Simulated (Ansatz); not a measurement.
Take MgO in the rock salt structure (space group Fm-3m, No. 225; a = 4.2141 Å) as the base. Axes: x, y, z lie along the cube axes.

The change: strain tensor (xx, yy, zz, yz, xz, xy) = (+0.91, −0.65, −0.08, −0.46, −0.80, +0.35) %, atoms relaxed at fixed cell.

Levels (all Ansatz, a first-principles code, PAW): PBEsol (420 eV, no spin-orbit coupling); r2SCAN (500 eV, spin-orbit coupling left out); HSE06 (420 eV, scalar-relativistic without spin-orbit coupling).

One geometry, relaxed with PBEsol, under each level:

```csv
level,band gap,lowest conduction level above the VBM at special points,pressure
PBEsol,4.53 eV,Γ 4.53 eV; R 7.60 eV; Z 7.61 eV; Y 7.66 eV,-0.19 GPa
r2SCAN,5.52 eV,Γ 5.52 eV; R 8.67 eV; Z 8.68 eV; Y 8.74 eV,-1.33 GPa
HSE06,6.37 eV,Γ 6.37 eV; R 9.54 eV; Z 9.55 eV,–
```

Single points use the geometry relaxed with PBEsol. Their cutoffs differ, which shifts pressures a little. Stability against distortions was not tested. The base started in P3_121 and relaxed to Fm-3m at this level. Labels are those of the standard path for the cell's own space group.
